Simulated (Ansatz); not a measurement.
The starting structures come from a database of crystals and need not be the phases stable at ambient conditions.

The decay constant κ of evanescent states in the gap governs leakage through a thin film.

Given:

```xyz
12
Lattice="3.6916 0.0000 0.0000 1.8458 6.0305 0.0000 0.0000 1.8898 6.2024" Properties=species:S:1:pos:R:3 pbc="T T T"
Ti     3.6916     3.7089     4.4424
Ti     1.8458     4.2113     1.7600
Ti     1.8458     6.1677     4.4062
Ti     3.6916     1.7525     1.7962
O      1.8458     6.0259     2.2948
O      3.6916     1.8943     3.9076
O      3.6916     5.7005     4.3826
O      1.8458     2.2197     1.8198
O      1.8458     4.4376     0.0292
O      3.6916     3.4827     6.1732
O      3.6916     3.8346     2.1553
O      1.8458     4.0856     4.0471
```

Space group of this cell: C2/m. The cell is strained (all lengths scaled by 0.98); by r2SCAN its mean pressure is 7.6 GPa.

Transport runs along the normal of the first two printed cell vectors.

The gap is the functional's own, uncorrected, and κ follows it; spin-orbit coupling is left out. Mid-gap values are interpolated between the computed energies.

Problem. Predict the band gap and the smallest decay constant κ at mid-gap from Ansatz (a program for electronic structure) with r2SCAN.

Solution. Gap 3.35 eV on a 8×8×6 mesh; κ = 0.385 1/Å, at the zone centre.
